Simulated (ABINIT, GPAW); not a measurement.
An ABINIT input for a self-consistent single point of Nb (Im-3m, 1 atom in the cell) (DFT, PBEsol, plane waves, norm-conserving pseudopotentials (PseudoDojo nc-sr-04 PBEsol standard)):

```
# Nb, PseudoDojo nc-sr-04 PBEsol standard
pp_dirpath "./"
pseudos "Nb.upf"
acell 3*1.0 Angstrom
rprim
        -1.6339950000    1.6339950000    1.6339950000
         1.6339950000   -1.6339950000    1.6339950000
         1.6339950000    1.6339950000   -1.6339950000
natom 1
ntypat 1
znucl 41
typat 1
xred    0.0000000000    0.0000000000    0.0000000000
ecut 1116 eV
ixc -116133
occopt 7
tsmear 0.05 eV
nband 12
kptopt 1
ngkpt 11 11 11
nshiftk 1
shiftk 0 0 0
nstep 80
tolvrs 1.0e-12
prtwf 0
prtden 0
enunit 2
```

**Question.** Translate this input to GPAW.

**Answer.** This is the input that was run; spellings and numerical settings could be chosen otherwise.

```python
from ase import Atoms
from ase.units import GPa
from gpaw import GPAW, PW

atoms = Atoms(['Nb'],
              cell=[[-1.633995, 1.633995, 1.633995],
                    [1.633995, -1.633995, 1.633995],
                    [1.633995, 1.633995, -1.633995]],
              scaled_positions=[[0.000000, 0.000000, 0.000000]],
              pbc=True)

calc = GPAW(mode=PW(600),
            xc='PBEsol',
            kpts=(11, 11, 11),
            occupations={'name': 'methfessel-paxton', 'width': 0.05, 'order': 0},
            nbands=-7,
            convergence={'density': 1e-05, 'energy': 1e-05},
            symmetry={'symmorphic': False, 'tolerance': 0.0005},
            maxiter=120,
            txt='-')

atoms.calc = calc

energy = atoms.get_potential_energy()
print('Energy (eV):', round(energy, 6))
forces = atoms.get_forces()
print('Forces (eV/Ang):')
print(forces.round(5))
stress = atoms.get_stress()
print('Stress (GPa, Voigt):', (stress / GPa).round(4))
```

Basis, cutoffs, solver keys and any potentials are the target program's own. This input uses DFT PBEsol, plane waves, GPAW PAW datasets PBEsol (made by gpaw-setup). Both were run: pressure 1.56 GPa in ABINIT and 0.68 in GPAW.

On ABINIT: the starting cell has typed, rounded lattice constants, without a prior relaxation at this level. Its lattice was rescaled by a random factor within 2.5 % of one. Spin polarisation is off.

On GPAW: the starting cell has typed, rounded lattice constants, without a prior relaxation at this level. Its lattice was rescaled by a random factor within 2.5 % of one. Spin polarisation is off.
